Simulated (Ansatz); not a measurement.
# BeTe (model structure, started from the NiAs type, P6₃/mmc, No. 194, 4 atoms in the cell): lattice parameter c by level of theory

No measured value is used here.

```json
[
 {"level (code)": "LDA (Ansatz)", "value (Å)": "[?]"},
 {"level (code)": "PBE (Ansatz)", "value (Å)": "6.002"},
 {"level (code)": "PBE-D3(BJ) (Ansatz)", "value (Å)": "5.915"},
 {"level (code)": "r²SCAN (Ansatz)", "value (Å)": "6.014"},
 {"level (code)": "r²SCAN+rVV10 (Ansatz)", "value (Å)": "5.998"}
]
```

Question: Some entries are withheld; supply them.

Answer: 
- LDA (Ansatz, a quantum-chemistry and plane-wave program), value (Å): 5.921

Cutoffs differ between the levels. Ansatz's density-functional and Hartree–Fock values are scalar-relativistic unless marked +SOC, with PAW data made under PBE.

A model structure was made by putting elements into a prototype or built by hand; it is no filed structure, need not be a known phase, and can be a saddle point held by its symmetry.
